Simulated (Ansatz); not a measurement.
Consider NaHgBr₃ in the cubic perovskite structure (space group Pm-3m, No. 221; a hypothetical phase, not in the database extracts checked).

```
CELL_PARAMETERS angstrom
      5.47454     0.00000     0.00000
      0.00000     5.47454     0.00000
      0.00000     0.00000     5.47454
ATOMIC_POSITIONS crystal
  Na 0.00000 0.00000 0.00000
  Hg 0.50000 0.50000 0.50000
  Br 0.00000 0.50000 0.50000
  Br 0.50000 0.50000 0.00000
  Br 0.50000 0.00000 0.50000
```

Cartesian axes are those of the cell as printed.

The values are results of Ansatz (a program for electronic structure), PBEsol, PAW, cutoff 420 eV, scalar-relativistic without spin-orbit coupling, not measurements.

Base values:

```
Property    Value
--------  -------
Pressure  0.0 GPa
```

One thing is altered: strain tensor (xx, yy, zz, yz, xz, xy) = (−1.57, −0.99, −0.67, −0.13, −1.54, +1.38) %, atoms relaxed at fixed cell.

Q: Predict the new pressure and energy relative to the base.

A: The pressure (mean of the normal stresses, compression positive) goes from zero to 1.0 GPa; the energy rises by 4.3 meV/atom.

Without a gap, meshes like the base's 9×9×9 leave anisotropic stresses uncertain by several tenths of a GPa, and small strain energies with them. Whether these cells are dynamically stable was not tested. The final runs are not spin-polarised. Many cubic perovskites are stable only at high temperature; tilts and polar distortions were not tested.
